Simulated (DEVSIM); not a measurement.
Device: Al/SiO2/p-Si capacitor, at 300 K.

```tsv
layer (left to right)	material	thickness (nm)	Na (cm⁻³)
1	SiO2	1.20	-
2	Si	490	1.4e18
```

Metal gate on the left, work function 4.1 eV. Fixed charge at the semiconductor interface 8e11 cm⁻² (in units of +e); no interface traps.

The device is made up for the run: typed textbook-type constants, with dimensions and the other settings drawn at random. Values at 300 K; Nc and Nv go as T^1.5, mobilities as T to minus their exponent, the gap by Varshni's rule with the affinity fixed.

```csv
parameter,SiO2,Si
gap (eV),9,1.124
affinity (eV),0.9,4.05
permittivity,3.9,11.7
Nc (cm⁻³),-,2.86e19
Nv (cm⁻³),-,3.1e19
Varshni α (eV/K),-,0.000473
Varshni β (K),-,636
```

Simulated with DEVSIM: 1D Poisson equation in equilibrium, Boltzmann statistics, complete ionisation; no quantum confinement or tunnelling. Metal contacts follow the ideal Schottky-Mott rule: no Fermi-level pinning, no interface dipoles.

Base results: threshold voltage (band bending 2φF) (V) 0.16; flat-band voltage (V) -1.04; capacitance of the dielectric stack (μF/cm²) 2.88; minimum of the low-frequency capacitance (μF/cm²) 0.338.

Question: What follows from this one change: interface trap density 0 → 2e+12 cm^-2 eV^-1?

Answer: threshold voltage (band bending 2φF) 0.16 → 0.21 V; flat-band voltage -1.04 → -1.09 V; capacitance of the dielectric stack little changed (2.88 μF/cm²); minimum of the low-frequency capacitance 0.338 → 0.565 μF/cm².

Question: What follows from this one change: substrate doping 1.4e+18 → 1.4e+17 cm^-3?

Answer: threshold voltage (band bending 2φF) 0.16 → -0.07 V; flat-band voltage -1.04 → -0.98 V; capacitance of the dielectric stack little changed (2.88 μF/cm²); minimum of the low-frequency capacitance 0.338 → 0.125 μF/cm².

Question: What follows from this one change: SiO2 thickness 0.0012 → 0.0014 μm?

Answer: threshold voltage (band bending 2φF) 0.16 → 0.19 V; flat-band voltage little changed (-1.05 V); capacitance of the dielectric stack 2.88 → 2.47 μF/cm²; minimum of the low-frequency capacitance little changed (0.335 μF/cm²).

Question: What follows from this one change: temperature 300 → 400 K?

Answer: threshold voltage (band bending 2φF) 0.16 → 0.10 V; flat-band voltage -1.04 → -0.97 V; capacitance of the dielectric stack little changed (2.88 μF/cm²); minimum of the low-frequency capacitance 0.338 → 0.372 μF/cm².

Question: What follows from this one change: gate work function 4.1 → 3.8 eV?

Answer: threshold voltage (band bending 2φF) 0.16 → -0.14 V; flat-band voltage -1.04 → -1.34 V; capacitance of the dielectric stack little changed (2.88 μF/cm²); minimum of the low-frequency capacitance little changed (0.338 μF/cm²).

Question: What follows from this one change: fixed charge 8e+11 → 4.55e+12 cm^-2?

Answer: threshold voltage (band bending 2φF) 0.16 → -0.05 V; flat-band voltage -1.04 → -1.24 V; capacitance of the dielectric stack little changed (2.88 μF/cm²); minimum of the low-frequency capacitance little changed (0.337 μF/cm²).
